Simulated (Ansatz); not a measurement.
Cost and result by functional for the surface energy of the (31-40) surface of hcp Be in its 1x1 cell, outermost plane spacing 0.18 Å in the ideal cut, in Ansatz (plane waves, PAW). Single points on the PBE structure, on one kind of machine; costs are rough ratios of the slab run's core time (references not counted) to the cheapest single point. r2SCAN's cost holds its higher cutoff (500 against 420 eV). Differences are taken against r2SCAN for comparison alone: no measured value is at hand, so the table doesn't rank accuracy.

Model: 40-atom slab, 10.5 Å thick at the start, 11x5x1 mesh, Fermi-Dirac 0.1 eV, dipole correction, all atoms relaxed; held to the start's symmetry, so lower structures may exist; no spin, no spin-orbit, no U. These notes are the PBE run's.

```
functional                     relative cost  surface energy (J/m²)  less r2SCAN (J/m²)
-----------------------------  -------------  ---------------------  ------------------
LDA                                        1                   2.65                0.21
RPBE                                       1                   2.20               -0.23
PBEsol                                     1                   2.55                0.11
r2SCAN                                     2                   2.43                0.00
PBE (the relaxed run's value)              –                   2.36               -0.07
```

The values span 0.44 J/m², while the single points' costs differ by a factor of roughly 2. Differences are of unrounded values.

Ansatz is a first-principles code.
